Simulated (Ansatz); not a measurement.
# Effect of uniaxial stress, 5 GPa tension along z on WSi2

The parent structure is WSi$_{2}$ (space group I4/mmm, No. 139; a = 3.2122 Å, c = 7.8065 Å; relaxed with 0.1 eV smearing). Axes: x, y, z lie along a, b, c of the conventional cell.

It is then changed as follows: uniaxial stress, 5 GPa tension along z; all other stress components relax to zero.

Method: r2SCAN (Ansatz, a first-principles code, PAW, scalar-relativistic without spin-orbit coupling), earlier PAW set. k-mesh 25×25×25 (Γ-centred); smearing 0.1 eV (Fermi–Dirac).

The volume per atom goes up by 0.084 Å³ to 13.51 Å³ and the space group stays I4/mmm (No. 139). The shortest interatomic distance increases by 0.022 Å to 2.601 Å and the energy rises by 2.0 meV/atom. The band gap remains zero and the strain response (xx, yy, zz) comes out as (−0.16, −0.16, +0.96) %. The secant Young's modulus along z is 520 GPa and the mean lateral Poisson ratio amounts to 0.17.

Final structure:

```
CELL_PARAMETERS angstrom
     -1.60346     1.60346     3.94056
      1.60346    -1.60346     3.94056
      1.60346     1.60346    -3.94056
ATOMIC_POSITIONS crystal
  W  0.00000 0.00000 0.00000
  Si 0.33498 0.33498 0.00000
  Si 0.66502 0.66502 0.00000
```

Beyond what the load breaks, stability against distortions was not tested. All final runs are without spin polarisation.
